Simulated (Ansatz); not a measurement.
Worked example: self-consistent single point of VPt (P1, 2 atoms in the cell) in Ansatz (a program for electronic structure).

Method: LDA (PW92), PAW files made with PBE (plane waves; Ansatz).

The change in words: lattice scaled by 0.98. Reference geometry:
```yaml
crystal:
  lattice:
    - [2.68627, 0.00000, 0.00000]
    - [0.00000, 2.68627, 0.00000]
    - [0.00000, 0.00000, 3.89258]
  atoms:
    - { symbol: V, position: [0.47178, 0.46256, 0.50836] }
    - { symbol: Pt, position: [0.02822, 0.03744, 0.99164] }
```

Reference input (self-consistent single point, DFT, LDA (PW92), plane waves, PAW files made with PBE): kpoints.mp_grid.grid = 8 8 6; hamiltonian.xc = lda; hamiltonian.pseudopotentials = {kind: paw} (the program's default PAW files); scf.occupations.method = gaussian; scf.occupations.width = 0.136 eV. This run's input differs from it in these lines:

Ansatz 0.2 input:
```diff
@@ -3,8 +3,8 @@
   lattice:
-    - [2.686270, 0.000000, 0.000000]
-    - [0.000000, 2.686270, 0.000000]
-    - [0.000000, 0.000000, 3.892580]
+    - [2.632545, 0.000000, 0.000000]
+    - [0.000000, 2.632545, 0.000000]
+    - [0.000000, 0.000000, 3.814728]
   atoms:
-    - { symbol: V, position_ang: [1.267334, 1.242572, 1.978828] }
-    - { symbol: Pt, position_ang: [0.075801, 0.100563, -0.032538] }
+    - { symbol: V, position_ang: [1.241987, 1.217721, 1.939251] }
+    - { symbol: Pt, position_ang: [0.074285, 0.098552, -0.031887] }
 kpoints:
```

The program printed (abridged):

```
SCF iter   1: F=—  HF=-15118.184099 eV  |F-HF|=—  |Δ(HF+E_count)|=         —  Δρ=5.34e-1  dr2=1.42e2  ethr=3.10e-3  ⟨swp⟩=4.2  Hψ=14543  notcnv=0
all-band conjugate gradients solve this SCF's bands
preconditioner: auto → none
SCF iter   2: F=—  HF=-15114.866261 eV  |F-HF|=—  |Δ(HF+E_count)|=    3.32e0  Δρ=4.64e-1  dr2=1.07e2  ethr=3.10e-3  ⟨swp⟩=2.4  Hψ=8045  notcnv=0  defer=33
   [... lines left out ...]
SCF iter   8: F=—  HF=-15107.751154 eV  |F-HF|=—  |Δ(HF+E_count)|=   5.19e-4  Δρ=4.05e-4  dr2=6.16e-5  ethr=1.21e-5  ⟨swp⟩=1.6  Hψ=4319  notcnv=0  defer=35
SCF iter   9: F=—  HF=-15107.751151 eV  |F-HF|=—  |Δ(HF+E_count)|=   2.99e-6  Δρ=8.12e-5  dr2=2.81e-6  ethr=1.99e-7  ⟨swp⟩=1.7  Hψ=5304  notcnv=0  defer=35
SCF iter  10: F=—  HF=-15107.751150 eV  |F-HF|=—  |Δ(HF+E_count)|=   5.21e-7  Δρ=2.36e-5  dr2=2.46e-7  ethr=9.07e-9  ⟨swp⟩=2.2  Hψ=5253  notcnv=0  defer=35
SCF iter  11: F=-15107.751150 eV  HF=-15107.751150 eV  |F-HF|=5.69e-10  |Δ(HF+E_count)|=   3.46e-8  Δρ=1.57e-6  dr2=6.99e-10  ethr=3.23e-10  ⟨swp⟩=5.1  Hψ=14237  notcnv=0
SCF 1 converged in 11 iterations: F = -15107.751150 eV  dr2 = 6.99e-10
Free energy (F): -15107.751150 eV
Internal energy: -15107.745878 eV  (E = F + TS)
E sigma→0 (E₀):  -15107.748514 eV
Entropy (-TS):   -0.005272 eV (-2.636 meV/atom)
Fermi energy:    22.419688 eV
--- Forces (eV/Å), atoms counted from 1 ---
  atom   1  V      0.84553522     1.14390017    -0.75334148
  atom   2  Pt    -0.84554319    -1.14390857     0.75328517
--- Stress (GPa, compression-positive) ---
        8.312124       1.902445      -2.520205
        1.902445       8.473275      -3.217497
       -2.520206      -3.217499      12.992993
  P = ⅓ Tr σ = 9.9261 GPa (99.261 kbar)
  The stress holds the Pulay correction. Without it, at fixed plane waves, as pw.x and ABINIT print it: P = 9.8082 GPa
```

The run converged in 11 iterations. Against the reference run the free energy rises by 4.2 meV/atom, the pressure goes from -7.30 to 9.93 GPa and the largest force goes from 1.235 to 1.610 eV/Å.

The starting cell comes from a database of computed structures (which also holds hypothetical and non-ambient phases and stackings), without a prior relaxation at this level. Its atoms were displaced at random from the sites of space group no. 123. For this run, on top of that: lattice scaled by 0.98. Spin polarisation is off. With a pressure of about 10 GPa the cell is away from its equilibrium volume at this level. Forces in this geometry exceed 1 eV/Å. Ansatz's pressure includes its estimate of the finite-basis (Pulay) stress.
